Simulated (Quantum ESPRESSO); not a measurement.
Worked example: self-consistent single point of Hf₃Ga (I4/mmm, 4 atoms in the cell) in Quantum ESPRESSO.

Method of the run: LDA (PZ), GBRV 1.5 ultrasoft (LDA) pseudopotentials (plane waves; Quantum ESPRESSO).

```xyz
4
Lattice="-2.1030 2.1030 4.5904 2.1030 -2.1030 4.5904 2.1030 2.1030 -4.5904" Properties=species:S:1:pos:R:3 pbc="T T T"
Hf     0.0000     2.1030     2.2952
Hf     2.1030     0.0000     2.2952
Hf     0.0000     0.0000     4.5904
Ga     0.0000     0.0000     0.0000
```

Reference input (self-consistent single point, DFT, LDA (PZ), plane waves, GBRV 1.5 ultrasoft (LDA) pseudopotentials): ecutwfc = 50 Ry; ecutrho = 400 Ry; occupations = smearing; smearing = cold; degauss = 0.019992 Ry; potentials = {Hf: hf_lda_v1.uspp.F.UPF, Ga: ga_lda_v1.4.uspp.F.UPF}; K_POINTS = automatic 7 7 7 0 0 0; conv_thr = 1e-10 Ry; mixing_beta = 0.3. This run's input differs from it in these lines:

```diff
@@ -19,3 +19,3 @@
 &electrons
-    conv_thr = 1e-10
+    conv_thr = 1.0d-4
     mixing_beta = 0.3
```

The program printed (abridged):

```
     Self-consistent Calculation

     iteration #  1     ecut=    50.00 Ry     beta= 0.30

---- Real-time Memory Report at c_bands before calling an iterative solver
           510 MiB given to the printing process from OS
           137 MiB allocation reported by mallinfo(arena+hblkhd)
------------------

     negative rho (up, down):  3.486E-01 0.000E+00

     total energy              =    -846.58815766 Ry
     estimated scf accuracy    <     157.07479876 Ry

     iteration #  2     ecut=    50.00 Ry     beta= 0.30

---- Real-time Memory Report at c_bands before calling an iterative solver
   [... lines left out ...]
           607 MiB given to the printing process from OS
           183 MiB allocation reported by mallinfo(arena+hblkhd)
------------------

     negative rho (up, down):  3.377E-01 0.000E+00

     total energy              =    -890.78350793 Ry
     estimated scf accuracy    <       0.00013029 Ry

     iteration # 10     ecut=    50.00 Ry     beta= 0.30

---- Real-time Memory Report at c_bands before calling an iterative solver
           608 MiB given to the printing process from OS
           184 MiB allocation reported by mallinfo(arena+hblkhd)
------------------

     negative rho (up, down):  3.377E-01 0.000E+00
     End of self-consistent calculation

     the Fermi energy is    14.3879 ev

!    total energy              =    -890.78353088 Ry
     estimated scf accuracy    <       0.00006237 Ry
     smearing contrib. (-TS)   =      -0.00044233 Ry
     internal energy E=F+TS    =    -890.78308855 Ry

     convergence has been achieved in  10 iterations

     negative rho (up, down):  3.377E-01 0.000E+00

     Forces acting on atoms (cartesian axes, Ry/au):

     atom    1 type  1   force =    -0.00000000   -0.00000000    0.00000000
   [... zero for the other atoms too ...]

     Total force =     0.000000     Total SCF correction =     0.000000

     negative rho (up, down):  3.377E-01 0.000E+00
          total   stress  (Ry/bohr**3)                   (kbar)     P=       -1.28
  -0.00000339   0.00000000   0.00000000           -0.50        0.00        0.00
   0.00000000  -0.00000339   0.00000000            0.00       -0.50        0.00
   0.00000000   0.00000000  -0.00001928            0.00        0.00       -2.84

   JOB DONE.
```

The run converged in 10 iterations. Against the reference run the free energy is nearly the same (within 1 meV/atom) and the pressure goes from -7.90 to -0.13 GPa.

The starting cell comes from a database of computed structures (which also holds hypothetical and non-ambient phases and stackings), without a prior relaxation at this level.

Cost on one core of a shared machine: roughly 3 min.
